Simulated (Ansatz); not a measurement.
```
CELL_PARAMETERS angstrom
      3.72434     0.00000     0.00000
      0.00000     3.72434     0.00000
      0.00000     0.00000     3.96316
ATOMIC_POSITIONS crystal
  Tl 0.00000 0.00000 0.00000
  Br 0.50000 0.50000 0.50000
```

No spin polarisation.

Method: LDA/PAW in Ansatz (a program for electronic structure), spin-orbit coupling left out. k-mesh 9×9×9 (Γ-centred); smearing 0.05 eV (Fermi–Dirac).

**Question.** What is the computed smallest direct gap?

**Answer.** 1.22 eV.

**Question.** Predict the pressure (mean of the normal stresses, compression positive).

**Answer.** 1.02 GPa.

**Question.** Estimate the hole mass.

**Answer.** 0.15 mₑ along k, 0.39 mₑ across (at X).

With Tl present, leaving out spin-orbit coupling can change the band edges. The cells carry an imposed strain or load. Effective masses come from finite differences of ±0.01 Å⁻¹. Along k means along the line from Γ to the band edge. No phonon test of stability was made. The cell was made from TlBr in the CsCl type structure (space group Pm-3m, No. 221) by this change: biaxial strain −3.00 %, plane normal [001], relaxed out of plane.
